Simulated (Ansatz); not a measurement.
This Ansatz (a quantum-chemistry and plane-wave program) input is the reference run, SnTe in the rock salt structure (space group Fm-3m, No. 225), computed with LDA, PAW, 420 eV (Ansatz; without spin-orbit coupling):

Ansatz 0.2 input:
```yaml
crystal:
  lattice:
    - [0, 3.1174128643, 3.1174128643]
    - [3.1174128643, 0, 3.1174128643]
    - [3.1174128643, 3.1174128643, 0]
  atoms:
    - { symbol: Sn, position: [0, 0, 0] }
    - { symbol: Te, position: [0.5, 0.5, 0.5] }
basis: { ecutwfc: 420, ecutrho_ratio: 4, xc_grid: 2, fft_grid_basis: typed }
kpoints: { mp_grid: { grid: [9, 9, 9] } }
hamiltonian:
  xc: lda
  dispersion: none
  pseudopotentials: { kind: paw }
scf: { occupations: { method: fermi_dirac, width: 0.05 }, convergence: { dr2_threshold: 0.0000000002 } }
output: { forces: true, stress: true }
checkpoint: { write: state.ck, write_every: 1000 }
```

### Question
Write the input for this change: tensile biaxial strain of 1.50 % in the plane normal to [001], as in epitaxy on a mismatched substrate; the out-of-plane cell vector and the atoms relax.

### Answer
Ansatz 0.2 input:
```yaml
crystal:
  lattice:
    - [4.4748178655, 0, 0]
    - [0, 4.4748178655, 0]
    - [2.2374089327, -2.2374089327, 3.0940322678]
  atoms:
    - { symbol: Sn, position: [0, 0, 0] }
    - { symbol: Te, position: [0.5, 0.5, 0] }
basis: { ecutwfc: 420, ecutrho_ratio: 4, xc_grid: 2, fft_grid_basis: typed }
kpoints: { mp_grid: { grid: [9, 9, 9] } }
hamiltonian:
  xc: lda
  dispersion: none
  pseudopotentials: { kind: paw }
scf: { occupations: { method: fermi_dirac, width: 0.05 } }
relax: { f_tol: 0.005, max_steps: 50, cell: { stress_tol: 0.01, fix: [a, b, gamma] } }
output: { forces: true, stress: true }
checkpoint: { write: state.ck, write_every: 1000 }
```
This is the input that was run; other choices of cell and start would serve too.

Stability against distortions was not tested.
